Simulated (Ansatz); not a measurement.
A computed series for ZnO: pressure series

Base system: ZnO in the wurtzite structure (space group P6_3mc, No. 186).

```yaml
crystal:
  lattice:
    - [3.27960, 0.00000, 0.00000]
    - [-1.63980, 2.84021, 0.00000]
    - [0.00000, 0.00000, 5.29330]
  atoms:
    - { symbol: Zn, position: [0.66667, 0.33333, 0.00215] }
    - { symbol: Zn, position: [0.33333, 0.66667, 0.50215] }
    - { symbol: O, position: [0.66667, 0.33333, 0.62305] }
    - { symbol: O, position: [0.33333, 0.66667, 0.12305] }
```

Cell and atoms are relaxed at each pressure.

The values are results of Ansatz (a program for electronic structure) PBE, no spin-orbit coupling, not measurements.

Two rows of this table had their results exchanged by mistake.

| pressure | volume per atom (Å³) | shortest distance (Å) | band gap |
|---|---|---|---|
| pressure −2 GPa | 12.53 | 2.009 | 0.72 eV |
| pressure −1 GPa | 12.13 | 1.988 | 0.77 eV |
| pressure 0.9 GPa | 12.24 | 1.994 | 0.75 eV |
| pressure 2.1 GPa | 12.42 | 2.004 | 0.73 eV |
| pressure 4.5 GPa | 11.93 | 1.977 | 0.79 eV |
| pressure 9 GPa | 11.60 | 1.959 | 0.83 eV |
| pressure 22.5 GPa | 10.82 | 1.914 | 0.93 eV |

Which two?

The rows for pressure −1 GPa and pressure 2.1 GPa: the volume has to fall steadily with pressure, so 12.42 Å³ belongs to pressure −1 GPa and 12.13 Å³ to pressure 2.1 GPa.

Load acts through the strain it causes; cell and atoms are relaxed under it. Whether these cells are dynamically stable was not tested. Measured, ZnO leaves this structure (for rock salt) near 9.1 GPa (temperature not stated; as listed in Datta, Sujoy, Jana, Debnarayan, arXiv (2020)), on rising pressure, with hysteresis.
